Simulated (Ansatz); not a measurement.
Where the default PAW files enter, the runs use the earlier of Ansatz's two default sets.

By LDA, the system below comes out a metal.

A figure of merit of an interconnect metal is its ballistic conductance per area.

Input:

```
AlTi
1.0
    3.97500     0.00000     0.00000
    0.00000     4.06642     0.00000
    1.98750     0.00000     1.98750
Ti Al
1 1
Direct
  0.50000   0.50000   0.00000
  0.00000   0.00000   0.00000
```

Space group of this cell: P4/mmm. The cell is taken as given; by LDA its mean pressure is -5.6 GPa.

The current flows along the normal of the first two printed cell vectors, the (110) plane of the conventional cell. No spin-orbit coupling; the value is a mean over 0.1 eV about the Fermi level.

Estimate the ballistic conductance per area that Ansatz (a program for electronic structure) with LDA returns for this system.

0.88 × 10¹⁵ S/m² for both spins.
